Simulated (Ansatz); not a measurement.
Density of states of Si (Fd-3m) below the valence band maximum, HSE06 with spin-orbit coupling, rigid bands run with Ansatz (an electronic-structure program); cell volume 40.1 Å³.

```
energy from edge (eV)  10⁻³ states/eV/cell
---------------------  -------------------
0.006                                 10.3
0.031                                 39.4
0.056                                 67.4
0.081                                 89.2
0.106                                  106
0.131                                  121
0.156                                  135
0.181                                  148
0.206                                  160
0.231                                  172
0.256                                  183
0.281                                  195
0.319                                  212
0.344                                  222
0.369                                  233
0.394                                  244
0.419                                  255
0.444                                  266
0.469                                  277
0.494                                  288
0.519                                  299
0.544                                  310
0.569                                  322
0.594                                  333
```

Task: What effective density of states at 300 K does this give (∫ g(E) exp(−E/k_BT) dE, both spins, divided by the cell's size)?

Result: 2.0e19 cm⁻³, a density-of-states mass of 0.87 mₑ, valleys and band degeneracy included.

Geometry: cell and atoms relaxed with PBEsol.
